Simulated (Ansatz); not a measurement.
We consider InGaZnO4 (R3m, No. 160, 7 atoms in the cell; start mp-1215688), described by r²SCAN+SOC (plane waves, PAW; Ansatz, a quantum-chemistry and plane-wave program).

Input:

Ansatz 0.2 input:
```yaml
crystal:
  lattice:
    - [1.6573013356, 0.9568433722, 8.5834697204]
    - [-1.6573013356, 0.9568433722, 8.5834697204]
    - [0.0, -1.9136867444, 8.5834697204]
  atoms:
    - { symbol: Zn, position: [0.218687009, 0.218687009, 0.218687009] }
    - { symbol: In, position: [0.002942462, 0.002942462, 0.002942462] }
    - { symbol: Ga, position: [0.7871395174, 0.7871395174, 0.7871395174] }
    - { symbol: O, position: [0.295087852, 0.295087852, 0.295087852] }
    - { symbol: O, position: [0.711241561, 0.711241561, 0.711241561] }
    - { symbol: O, position: [0.1211700088, 0.1211700088, 0.1211700088] }
    - { symbol: O, position: [0.8637325897, 0.8637325897, 0.8637325897] }
basis:
  ecutwfc: 560
  ecutrho_ratio: 4
  xc_grid: 3
kpoints:
  mp_grid: { grid: [12, 12, 12] }
  band_path:
    path:
      - [0.0, 0.0, 0.0]
      - [-0.166667, -0.166667, -0.166667]
      - [-0.333333, -0.333333, -0.333333]
      - [-0.5, -0.5, -0.5]
      - [-0.5, -0.472913, -0.527087]
      - [-0.5, -0.445825, -0.554175]
      - [-0.5, -0.418738, -0.581262]
      - [-0.5, -0.39165, -0.60835]
      - [-0.5, -0.364563, -0.635437]
      - [-0.5, -0.337476, -0.662524]
      - [-0.5, -0.310388, -0.689612]
      - [-0.5, -0.283301, -0.716699]
      - [-0.5, -0.256213, -0.743787]
      - [-0.5, -0.229126, -0.770874]
      - [-0.5, -0.202039, -0.797961]
      - [-0.5, -0.174951, -0.825049]
      - [-0.174951, 0.174951, -0.5]
      - [-0.145793, 0.145793, -0.5]
      - [-0.116634, 0.116634, -0.5]
      - [-0.087476, 0.087476, -0.5]
      - [-0.058317, 0.058317, -0.5]
      - [-0.029159, 0.029159, -0.5]
      - [0.0, 0.0, -0.5]
      - [0.0, 0.0, -0.454545]
      - [0.0, 0.0, -0.409091]
      - [0.0, 0.0, -0.363636]
      - [0.0, 0.0, -0.318182]
      - [0.0, 0.0, -0.272727]
      - [0.0, 0.0, -0.227273]
      - [0.0, 0.0, -0.181818]
      - [0.0, 0.0, -0.136364]
      - [0.0, 0.0, -0.090909]
      - [0.0, 0.0, -0.045455]
      - [0.0, 0.02596, -0.02596]
      - [0.0, 0.051919, -0.051919]
      - [0.0, 0.077879, -0.077879]
      - [0.0, 0.103839, -0.103839]
      - [0.0, 0.129798, -0.129798]
      - [0.0, 0.155758, -0.155758]
      - [0.0, 0.181718, -0.181718]
      - [0.0, 0.207677, -0.207677]
      - [0.0, 0.233637, -0.233637]
      - [0.0, 0.259597, -0.259597]
      - [0.0, 0.285556, -0.285556]
      - [0.0, 0.311516, -0.311516]
      - [0.0, 0.337476, -0.337476]
      - [-0.337476, 0.0, -0.662524]
      - [-0.36998, 0.0, -0.63002]
      - [-0.402485, 0.0, -0.597515]
      - [-0.43499, 0.0, -0.56501]
      - [-0.467495, 0.0, -0.532505]
      - [-0.5, 0.0, -0.5]
      - [-0.454545, 0.0, -0.454545]
      - [-0.409091, 0.0, -0.409091]
      - [-0.363636, 0.0, -0.363636]
      - [-0.318182, 0.0, -0.318182]
      - [-0.272727, 0.0, -0.272727]
      - [-0.227273, 0.0, -0.227273]
      - [-0.181818, 0.0, -0.181818]
      - [-0.136364, 0.0, -0.136364]
      - [-0.090909, 0.0, -0.090909]
      - [-0.045455, 0.0, -0.045455]
    npoints: 1
hamiltonian:
  xc: r2scan
  dispersion: none
  pseudopotentials: { kind: paw }
scf:
  occupations: { method: fermi_dirac, width: 0.01 }
  convergence: { dr2_threshold: 0.0000000007 }
output:
  forces: true
  stress: true
  eigenvalues: true
  write_bands: true
magnetization:
  noncollinear: true
  spin_orbit: true
```

The run printed, among other lines:

```
Crystal: 7 atoms, lattice volume = 81.669 Å³
Basis set: ecut = 560 eV, 2433 PW (Γ), FFT grids on a1−a3, a2−a3, a3, exchange–correlation on 81×81×216 points (27 copies of the dense FFT grid, shifted against one another)
Bands: 76, of which v1, the nominal top of the filled ones, is band 62 counted from 1 (61 counted from 0)
Symmetry: 6 space group operations + 6 with time reversal
k-points: 189 of 1728 (time reversal used)
Initial density: superposition of atomic densities (chi_scale 0.1, normalization cell, long waves kept (reshape's long-wave potential 0.54 eV rms))
Functional: x = r2scan, c = r2scan; τ floored in thin density (d = 2e-4 eV/Å³)
spin=Noncollinear: Resta preconditioning applied to the charge; magnetization (m_x, m_y, m_z) channels mix plain (no charge-response kernel on spin).
SCF 1 converged in 13 iterations: F = -14990.394893 eV  dr2 = 2.74e-10
SCF converged after 13 iterations
Free energy (F): -14990.394893 eV
Internal energy: -14990.394893 eV  (E = F + TS)
E sigma→0 (E₀):  -14990.394893 eV
Fermi energy:    9.028745 eV
--- Forces (eV/Å), atoms counted from 1 ---
  atom   1  Zn    -0.00000000    -0.00000000    -0.00380565
  atom   2  In     0.00000000     0.00000000    -0.01127238
  atom   3  Ga     0.00000000     0.00000000     0.00217396
  atom   4  O      0.00000000    -0.00000000     0.05689387
  atom   5  O      0.00000000     0.00000000     0.05020660
  atom   6  O      0.00000000     0.00000000    -0.01285514
  atom   7  O      0.00000000    -0.00000000    -0.08092442
--- Stress (GPa, compression-positive) ---
       -0.468085       0.000000       0.000000
        0.000000      -0.468085      -0.000000
        0.000000      -0.000000      -0.348207
  P = ⅓ Tr σ = -0.4281 GPa (-4.281 kbar)
```

The PAW data were made under PBE.

Note: cell and atoms aren't relaxed at this level (largest force component 0.08 eV/Å, pressure -0.4 GPa).

The result took roughly 27 core-minutes.

A start named mp-… is a Materials Project structure, which need not be a measured phase.
